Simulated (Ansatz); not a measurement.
Pressure series in IrO2

Take IrO2 in the rutile structure (space group P4_2/mnm, No. 136; a = 4.529 Å, c = 3.180 Å) as the base.

Cell and atoms are relaxed at each pressure.

Calculations: PBE (Ansatz, an electronic-structure program), no spin-orbit coupling, earlier PAW set.

```csv
case,shortest interatomic distance,c/a ratio
base,1.976 Å,0.702
pressure −2 GPa,1.982 Å,0.701
pressure −1 GPa,1.979 Å,0.701
pressure 0.3 GPa,1.975 Å,0.702
pressure 0.7 GPa,1.974 Å,0.702
pressure 1.5 GPa,1.971 Å,0.703
pressure 3 GPa,1.967 Å,0.704
pressure 5 GPa,1.962 Å,0.705
pressure 7.5 GPa,[?],0.707
pressure 10 GPa,1.950 Å,[?]
```

Question: Complete the table.

Answer: 
- pressure 7.5 GPa, shortest interatomic distance: 1.956 Å
- pressure 10 GPa, c/a ratio: 0.708

Load acts through the strain it causes; cell and atoms are relaxed under it. No phonon test of stability was made. No other phases were tried under pressure. No Hubbard U is applied, and correlation can decide whether such a compound is a metal. All final runs are without spin polarisation.
